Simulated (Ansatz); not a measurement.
The starting structures come from a database of crystals and need not be the phases stable at ambient conditions.

 Where the default PAW files enter, the runs use the earlier of Ansatz's two default sets.

Here is the system:

```
Ta3N5
1.0
    3.88114     0.00000     0.00000
   -1.94057     5.13852     0.00000
    0.00000     0.00000    10.30945
Ta N
6 10
Direct
  0.19701   0.39402   0.75000
  0.80299   0.60598   0.25000
  0.86673   0.73346   0.93994
  0.13327   0.26654   0.06006
  0.13327   0.26654   0.43994
  0.86673   0.73346   0.56006
  0.04711   0.09422   0.88116
  0.95289   0.90578   0.11884
  0.95289   0.90578   0.38116
  0.04711   0.09422   0.61884
  0.69191   0.38382   0.07409
  0.30809   0.61618   0.92591
  0.30809   0.61618   0.57409
  0.69191   0.38382   0.42591
  0.23678   0.47356   0.25000
  0.76322   0.52644   0.75000
```

Space group of this cell: Cmcm. The cell is taken as given; by PBEsol its mean pressure is -3.5 GPa.

Transport runs along the normal of the first two printed cell vectors.

The gap is the functional's own. No spin-orbit coupling. Mid-gap values are interpolated on the energy grid.

Question: Compute, with Ansatz (an electronic-structure program) with PBEsol, the band gap and the smallest decay constant κ at mid-gap.

Answer: Gap 1.20 eV on a 8×8×4 mesh; κ = 0.182 1/Å, at the zone centre.
